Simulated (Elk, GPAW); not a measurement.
A GPAW input for a self-consistent single point of a sheet of ZrS₂ (3 atoms in the cell) (DFT PBE+U, plane waves, GPAW PAW datasets PBE (gpaw-data 1.0.1)):

```python
from ase import Atoms
from ase.units import GPa
from gpaw import GPAW

atoms = Atoms(['Zr', 'S', 'S'],
              cell=[[3.621366, 0.000000, 0.000000],
                    [-1.810684, 3.136196, 0.000000],
                    [0.000000, 0.000000, 16.947332]],
              positions=[[0.000000, 0.000000, 8.473666],
                         [-0.000002, 2.090798, 9.947338],
                         [1.810684, 1.045398, 6.999994]],
              pbc=True)

calc = GPAW(mode={'name': 'pw', 'ecut': 600},
            xc='PBE',
            setups={'Zr': ':d,2.0'},
            kpts={'size': (6, 6, 1), 'gamma': True},
            occupations={'name': 'methfessel-paxton', 'width': 0.05, 'order': 0},
            nbands=-6,
            convergence={'density': 1e-05, 'energy': 1e-05, 'bands': -4},
            symmetry={'symmorphic': False, 'tolerance': 0.0005},
            maxiter=100)

atoms.calc = calc

energy = atoms.get_potential_energy()
print('Energy (eV):', round(energy, 6))
forces = atoms.get_forces()
print('Forces (eV/Ang):')
print(forces.round(5))
stress = atoms.get_stress()
print('Stress (GPa, Voigt):', (stress / GPa).round(4))
```

Question: Give the Elk input for the same structure, mesh, smearing and functional.

Answer: One input that does it (others would too):

```
tasks
  0

xctype
  20

rgkmax
  7.5

gmaxvr
  14.0

nxlo
  2

lorbcnd
  .true.

rmtscf
  0.95

lmaxi
  3

stype
  0

swidth
  0.00183747

maxscl
  100

dft+u
  1 1
  1 2  0.073499  0.000000

scale
  6.84339108

avec
    1.0000000000    0.0000000993    0.0000000000
   -0.5000000860    0.8660253541    0.0000000000
    0.0000000000    0.0000000000    4.6798167237

sppath
  './'

atoms
  2
  'Zr.in'
  1
  0.0000000000  0.0000000000  0.5000000000    0.0 0.0 0.0
  'S.in'
  2
  0.3333333333  0.6666666667  0.5869560000    0.0 0.0 0.0
  0.6666666667  0.3333333333  0.4130440000    0.0 0.0 0.0

ngridk
  6 6 1
```

Basis settings and potentials, where a program has them, do not carry over. This input uses DFT, PBE+U, all-electron FP-LAPW, Elk's shipped species files, APW+lo basis with extra local orbitals.

The starting cell was generated: these elements placed on a structure prototype, without a prior relaxation; it need not be a known phase or ordering of this composition. Its lattice was rescaled in the plane by a random factor within 2.5 % of one.
